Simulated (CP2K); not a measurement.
**CP2K run on Cu3N (Pm-3m, 4 atoms in the cell): self-consistent single point**

Method: PBE, GPW, DZVP-MOLOPT-SR-GTH basis, GTH-PBE potentials (GTH_POTENTIALS) (CP2K).

Input as run:

```
&GLOBAL
  PROJECT bulk
  RUN_TYPE ENERGY_FORCE
  PRINT_LEVEL MEDIUM
&END GLOBAL
&FORCE_EVAL
  METHOD Quickstep
  STRESS_TENSOR ANALYTICAL
  &DFT
    BASIS_SET_FILE_NAME BASIS_MOLOPT
    POTENTIAL_FILE_NAME GTH_POTENTIALS
    &QS
      METHOD GPW
      EPS_DEFAULT 1E-10
    &END QS
    &MGRID
      CUTOFF 600
      REL_CUTOFF 40
      NGRIDS 5
    &END MGRID
    &SCF
      SCF_GUESS ATOMIC
      EPS_SCF 1E-7
      MAX_SCF 100
      ADDED_MOS 7
      &DIAGONALIZATION
        ALGORITHM STANDARD
      &END DIAGONALIZATION
      &MIXING
        METHOD BROYDEN_MIXING
        ALPHA 0.4
        NBUFFER 8
        BETA 1.5
      &END MIXING
      &SMEAR ON
        METHOD METHFESSEL_PAXTON
        SIGMA [eV] 0.136
      &END SMEAR
    &END SCF
    &KPOINTS
      SCHEME MONKHORST-PACK 5 5 5
    &END KPOINTS
    &XC
      &XC_FUNCTIONAL PBE
      &END XC_FUNCTIONAL
    &END XC
    &PRINT
      &MO
        EIGENVALUES T
        OCCUPATION_NUMBERS T
        NDIGITS 8
        FILENAME mo
        &EACH
          QS_SCF 0
        &END EACH
        ADD_LAST NUMERIC
      &END MO
      &MULLIKEN ON
      &END MULLIKEN
    &END PRINT
  &END DFT
  &SUBSYS
    &CELL
      A 3.83759800 0.00000000 0.00000000
      B 0.00000000 3.83759800 0.00000000
      C 0.00000000 0.00000000 3.83759800
      PERIODIC XYZ
    &END CELL
    &COORD
      Cu       0.00000000     0.00000000     1.91879900
      Cu       1.91879900     0.00000000     0.00000000
      Cu       0.00000000     1.91879900     0.00000000
      N        0.00000000     0.00000000     0.00000000
    &END COORD
    &KIND Cu
      BASIS_SET DZVP-MOLOPT-SR-GTH
      POTENTIAL GTH-PBE-q11
    &END KIND
    &KIND N
      BASIS_SET DZVP-MOLOPT-SR-GTH
      POTENTIAL GTH-PBE-q5
    &END KIND
  &END SUBSYS
  &PRINT
    &FORCES ON
    &END FORCES
    &STRESS_TENSOR ON
    &END STRESS_TENSOR
  &END PRINT
&END FORCE_EVAL
```

Log, with long lists cut:

```
 GLOBAL| Method name                                                        CP2K
 GLOBAL| Project name                                                       bulk
 GLOBAL| Run type                                                   ENERGY_FORCE

 CELL| Volume [angstrom^3]:                                            56.516914
 CELL| Vector a [angstrom]:       3.838     0.000     0.000   |a| =     3.837598
 CELL| Vector b [angstrom]:       0.000     3.838     0.000   |b| =     3.837598
 CELL| Vector c [angstrom]:       0.000     0.000     3.838   |c| =     3.837598
 CELL| Angle (b,c), alpha [degree]:                                    90.000000
 CELL| Angle (a,c), beta  [degree]:                                    90.000000
 CELL| Angle (a,b), gamma [degree]:                                    90.000000
 CELL| Numerically orthorhombic:                                             YES
 CELL| Periodicity                                                           XYZ

 DFT| Spin restricted Kohn-Sham (RKS) calculation                            RKS
 DFT| Multiplicity                                                             1
 DFT| Number of spin states                                                    1
 DFT| Charge                                                                   0
 DFT| XC density smoothing                                                  NONE
 DFT| XC derivatives                                                          PW

 QS| Method:                                                                 GPW
 QS| Density plane wave grid type                        NON-SPHERICAL FULLSPACE
 QS| Number of grid levels:                                                    5
 QS| Density cutoff [a.u.]:                                                300.0
 QS| Multi grid cutoff [a.u.]: 1) grid level                               300.0
   [... lines left out ...]
 BRILLOUIN| Wavefunction type                                            COMPLEX
 BRILLOUIN| List of Kpoints [2 Pi/Bohr]                                       63
 BRILLOUIN| Number           Weight            X              Y              Z
 BRILLOUIN|     1           0.01600       -0.40000       -0.40000       -0.40000
 BRILLOUIN|     2           0.01600       -0.40000       -0.40000       -0.20000
 BRILLOUIN|     3           0.01600       -0.40000       -0.40000        0.00000
   [... 60 lines left out ...]
 *******************************************************************************

 Extrapolation method: initial_guess

 Re-scaling the density matrix to get the right number of electrons
                  # Electrons              Trace(P)               Scaling factor
                           38                38.000                        1.000

 Number of electrons:                                                         38
 Number of occupied orbitals:                                                 19
 Number of molecular orbitals:                                                26

 Number of orbital functions:                                                 88
 Number of independent orbital functions:                                     88
 SCF WAVEFUNCTION OPTIMIZATION

  Step     Update method      Time    Convergence         Total energy    Change
     1 NoMix/Diag. 0.40E+00      -     0.52736215      -154.3113047379 -1.54E+02
     2 Broy./Diag. 0.40E+00      -     0.29842190      -156.3259328661 -2.01E+00
     3 Broy./Diag. 0.40E+00      -     0.06446305      -153.7891731266  2.54E+00
     4 Broy./Diag. 0.40E+00      -     0.04299388      -154.2074213700 -4.18E-01
     5 Broy./Diag. 0.40E+00      -     0.00753404      -154.3091280868 -1.02E-01
     6 Broy./Diag. 0.40E+00      -     0.00099489      -154.2695273459  3.96E-02
     7 Broy./Diag. 0.40E+00      -     0.00104706      -154.2725509101 -3.02E-03
   [... 5 lines left out ...]
    13 Broy./Diag. 0.40E+00      -     0.00000522      -154.2839981045 -1.32E-05
    14 Broy./Diag. 0.40E+00      -     0.00000416      -154.2840025321 -4.43E-06
    15 Broy./Diag. 0.40E+00      -     0.00000030      -154.2839981750  4.36E-06
    16 Broy./Diag. 0.40E+00      -     0.00000019      -154.2839957438  2.43E-06
    17 Broy./Diag. 0.40E+00      -     0.00000009      -154.2839957930 -4.92E-08
  *** SCF run converged in    17 steps ***

  Electronic density on regular grids:        -37.9999999974        0.0000000026
  Core density on regular grids:               37.9999999959       -0.0000000041
  Total charge density on r-space grids:       -0.0000000015
  Total charge density g-space grids:          -0.0000000015

  Overlap energy of the core charge distribution:               0.00000015022781
  Self energy of the core charge distribution:               -218.05893848864687
  Core Hamiltonian energy:                                     72.73589960300630
  Hartree energy:                                              16.85632865372165
  Exchange-correlation energy:                                -25.81728571128685
  Smearing free energy correction:                              0.00000000000094
  Fermi energy:                                                 0.16133315622237

  Total energy:                                              -154.28399579297701

                     Mulliken Population Analysis

 #  Atom  Element  Kind  Atomic population                           Net charge
       1     Cu       1         10.927239                              0.072761
       2     Cu       1         10.927239                              0.072761
       3     Cu       1         10.927238                              0.072762
       4     N        2          5.218284                             -0.218284
 # Total charge                             38.000000                  0.000000

 ENERGY| Total FORCE_EVAL ( QS ) energy [hartree]           -154.283996298015296

 FORCES| Atomic forces [hartree/bohr]
 FORCES|   Atom     x               y               z               |f|
 FORCES|      1  2.72593340E-09  2.72593430E-09  3.81661359E-09   5.42475529E-09
 FORCES|      2  3.81661401E-09  2.72593371E-09  2.72593706E-09   5.42475713E-09
 FORCES|      3  2.72593357E-09  3.81661505E-09  2.72593608E-09   5.42475730E-09
 FORCES|      4  1.46491775E-10  1.46492468E-10  1.46496747E-10   2.53734468E-10
 FORCES| Sum     9.41497275E-09  9.41497553E-09  9.41498348E-09
 FORCES| Total atomic force                                       1.63072190E-08

 STRESS| Analytical stress tensor [bar]
 STRESS|                        x                   y                   z
 STRESS|      x        1.28602828432E+04   3.00025318314E-03   3.00025353609E-03
 STRESS|      y        3.00025318314E-03   1.28603193687E+04   3.00025516852E-03
 STRESS|      z        3.00025353609E-03   3.00025516852E-03   1.28602712831E+04
 STRESS| 1/3 Trace                                             1.28602911650E+04
```

The run converged in 17 iterations.

The starting cell comes from a database of computed structures (which also holds hypothetical and non-ambient phases and stackings), without a prior relaxation at this level. Its lattice was rescaled by a random factor within 2.5 % of one. Values carry the incompleteness of an atom-centred basis.

Cost on one core of a shared machine: roughly 2 min.
